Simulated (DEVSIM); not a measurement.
Device: illuminated InP p-on-n cell, one wavelength, at 300 K.

| layer (left to right) | material | thickness (μm) | Nd (cm⁻³) | Na (cm⁻³) | τn (s) | τp (s) | absorption coefficient (cm⁻¹) |
|---|---|---|---|---|---|---|---|
| 1 | InP | 0.0610 | - | 1.9e18 | 1.3e-9 | 5.5e-8 | 44000 |
| 2 | InP | 2.10 | 8.8e16 | - | 6.3e-8 | 6.3e-8 | 44000 |

Left contact: ohmic, minority electron recombination velocity 2000 cm/s. Right contact: ohmic, minority hole recombination velocity 100 cm/s. Voltage is applied to the left contact. Recombination: SRH at mid-gap, radiative, Auger. Light enters at the left, 2.4e17 photons cm⁻² s⁻¹, one pass, no reflection. Mobility is μmin + (μ − μmin)/(1 + (N/Nref)^α).

Constants are typed, rounded textbook-type inputs, not results; the design itself was drawn at random and stands for no fabricated device. Values at 300 K.

| parameter | InP |
|---|---|
| gap (eV) | 1.344 |
| affinity (eV) | 4.38 |
| permittivity | 12.5 |
| Nc (cm⁻³) | 5.7e17 |
| Nv (cm⁻³) | 1.1e19 |
| μn (cm²/Vs) | 5200 |
| μp (cm²/Vs) | 170 |
| μn,min | 400 |
| μp,min | 10 |
| Nref,n | 3e17 |
| Nref,p | 4.9e17 |
| αn | 0.47 |
| αp | 0.62 |
| B (cm³/s) | 1.2e-10 |
| Cn (cm⁶/s) | 9e-31 |
| Cp (cm⁶/s) | 9e-31 |

DEVSIM, 1D drift-diffusion, Boltzmann statistics, complete ionisation; no tunnelling, impact ionisation, image-force lowering or self-heating.

The photon flux was swept, all else fixed.

```
photon flux (cm^-2 s^-1)  short-circuit current (mA/cm²)  largest power (mW/cm²)  fill factor  open-circuit voltage (V)
------------------------  ------------------------------  ----------------------  -----------  ------------------------
7.2e15                                              1.14                   0.817         0.83                     0.869
2.4e16                                              3.79                    2.89         0.84                     0.906
7.2e16                                              11.4                    9.11         0.86                     0.937
2.4e17                                              37.9                    31.8         0.87                     0.971
7.2e17                                               114                    99.0         0.87                     1.000
2.4e18                                               379                     343         0.88                     1.032
7.2e18                                              1140                    1060         0.88                     1.061
```

From the first row to the last the short-circuit current goes from 1.14 to 1140. From the first row to the last the largest power goes from 0.817 to 1060.
